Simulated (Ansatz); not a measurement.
The starting structures come from a database of crystals and need not be the phases stable at ambient conditions.

By PBEsol, the system below comes out a metal.

Without scattering a metal conducts by its projected Fermi surface.

Given:

```yaml
crystal:
  lattice:
    - [2.88760, 0.00000, 0.00000]
    - [-1.44380, 2.50073, 0.00000]
    - [0.00000, 0.00000, 13.10482]
  atoms:
    - { symbol: Al, position: [0.33333, 0.66667, 0.25000] }
    - { symbol: Al, position: [0.66667, 0.33333, 0.75000] }
    - { symbol: V, position: [0.33333, 0.66667, 0.58638] }
    - { symbol: V, position: [0.66667, 0.33333, 0.41362] }
    - { symbol: V, position: [0.66667, 0.33333, 0.08638] }
    - { symbol: V, position: [0.33333, 0.66667, 0.91362] }
    - { symbol: C, position: [0.00000, 0.00000, 0.00000] }
    - { symbol: C, position: [0.00000, 0.00000, 0.50000] }
```

The cell is taken as given; by PBEsol it stands under a pressure of -3.8 GPa.

The current flows along the normal of the first two printed cell vectors, the (001) plane of the conventional cell. No spin-orbit coupling; the value is a mean over 0.1 eV about the Fermi level.

Q: Give the ballistic conductance per area that PBEsol in Ansatz (a first-principles code) yields.

A: 0.33 × 10¹⁵ S/m² for both spins.
